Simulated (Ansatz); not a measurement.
**Os: pressure 30 GPa**

Consider Os in the hcp (Mg type) structure (space group P6_3/mmc, No. 194; a = 2.729 Å, c = 4.307 Å).

Now apply this change: cell and atoms relaxed at a pressure of 30 GPa.

Method: PBEsol/PAW in Ansatz (an electronic-structure program), no spin-orbit coupling, earlier PAW set. k-mesh 19×19×11 (Γ-centred); smearing 0.05 eV (Fermi–Dirac).

```csv
quantity,base,changed,shift
volume per atom,13.89 Å³,13.08 Å³,-0.81 Å³
density,22.74 g/cm³,24.15 g/cm³,+1.41 g/cm³
lattice parameter a,272.9 pm,267.3 pm,-5.65 pm
c/a ratio,1.578,1.582,+0.004
shortest interatomic distance,266.8 pm,261.8 pm,-5.08 pm
enthalpy H = E + PV relative to the base's energy,–,+2.52 eV/atom,–
band gap,zero,zero,–
```

Final structure:

```
CELL_PARAMETERS angstrom
      2.67294     0.00000     0.00000
     -1.33647     2.31483     0.00000
      0.00000     0.00000     4.22841
ATOMIC_POSITIONS crystal
  Os 0.33333 0.66667 0.75000
  Os 0.66667 0.33333 0.25000
```

Load acts through the strain it causes; cell and atoms are relaxed under it. Whether these cells are dynamically stable was not tested. Competing high-pressure phases were not computed. All final runs are without spin polarisation.
